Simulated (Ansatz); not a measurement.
Functionals compared on H2O on the 1x1 (0001) surface of corundum (cut with top plane Al), one in a 1x1 cell, started at the site 'hollow Al-O-O-O over O at depth 2.3 Å', in Ansatz (plane waves, PAW). The structure was relaxed with PBE; the other rows are single points on it, each with its references at the same level. Cutoff 420 eV (500 eV for r2SCAN). HSE06 used the coarser mesh 4x4x1.

Host crystal: corundum, with a band gap (PBE, scalar-relativistic without spin-orbit coupling).

Set-up: 23 atoms, 6.7 Å thick at the start under the adsorbate (thin: gaps and levels are the slab's own); mesh 6x6x1; 0.01 eV smearing; dipole correction on; 9 atoms held, the rest relaxed; no symmetry held; no spin, no spin-orbit, no U, no dispersion correction. At the end it is bonded to Al. In PBE it is, or lies within 0.03 eV of, the lowest of the starts that converged. These notes are the PBE run's. Adsorption energies are against H2O(g). A negative adsorption energy means that the adsorbate is more stable on the surface than in its reference.

A dash marks a value that is undefined for that row or was read on another mesh.

```tsv
functional	adsorption energy (eV)	gap of the slab on its k-mesh (eV)	highest filled level below the top vacuum level (eV)	rough cost of the single point
PBE	-0.95	3.32	4.92	–
RPBE	-0.73	3.16	4.77	very roughly 70 core-seconds
r2SCAN	___	___	___	about 110 core-seconds (a rough figure)
HSE06	-0.98	–	–	around 16 core-minutes (rough)
```

Problem. Complete the blanks.

Solution. 
- r2SCAN, adsorption energy (eV): -1.13
- r2SCAN, gap of the slab on its k-mesh (eV): 4.07
- r2SCAN, highest filled level below the top vacuum level (eV): 5.20

Ansatz is an electronic-structure program.
